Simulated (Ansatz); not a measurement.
## Migration barriers: interstitial Mg in wurtzite GaN, charge state +2

Consider interstitial Mg in wurtzite GaN, charge state +2. Level of theory: PBE, PAW (plane waves to 420 eV; Ansatz, a program for electronic structure).

Settings: 72 host sites, the relaxed PBE lattice, one k-point at (0.125, 0.250, 0.250), smearing 0.01 eV, spin-restricted, no image-charge correction. Static, classical nuclei. The charge state is imposed; whether it is stable for some Fermi level was not computed. Sites that were not tried may lie lower.

Barriers: single points on a 2×2×2 k-point mesh shifted by half a step along c at the bands' geometries.

| Route | Start site over the lowest site run (eV) | Hop (Å) | Forward barrier (eV) | Backward barrier (eV) | Neighbours at the start | Neighbours at the saddle | Saddle order | Forward, on the band's own sampling (eV) |
|---|---|---|---|---|---|---|---|---|
| Mg moves alone to another site | 0.00 | 3.22 | 1.85 | 1.85 | 2 Ga at 2.37, Ga at 2.38, 3 Ga at 2.59; 3 N at 2.04, 2 N at 2.46, N at 2.46 Å | Ga at 2.24, Ga at 2.45; N at 1.89, N at 1.92, N at 2.30, N at 2.33 Å | not checked | 1.85 |
| Mg moves alone to another site | 0.00 | 2.61 | 2.04 | 2.04 | 2 Ga at 2.37, Ga at 2.38, 3 Ga at 2.59; 3 N at 2.04, 2 N at 2.46, N at 2.46 Å | 3 Ga at 2.26; 2 N at 1.93, N at 1.93 Å | not checked, on a symmetry element | 2.04 |

Paths come from climbing-image nudged elastic band runs. Of the routes that converged and passed our checks, the lowest saddle point lies 1.85 eV above the lowest of the sites run (Mg moves alone to another site); other sites, such as split forms, and other routes may lie lower. A band can be held on a symmetry element, so unchecked saddle points there may be too high.
